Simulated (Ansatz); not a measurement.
Consider Cu in the fcc (Cu type) structure (space group Fm-3m, No. 225; a = 3.5768 Å; relaxed with 0.1 eV smearing). Axes: x, y, z lie along the cube axes.

Calculations: Ansatz (a quantum-chemistry and plane-wave program), r2SCAN, PAW, cutoff 500 eV, without spin-orbit coupling.

The change: tensile biaxial strain of 2.00 % in the plane normal to [001], as in epitaxy on a mismatched substrate; the out-of-plane cell vector and the atoms relax.

What happens to the out-of-plane strain?

The out-of-plane strain comes out as -2.94 %.

No phonon test of stability was made. All final runs are without spin polarisation.
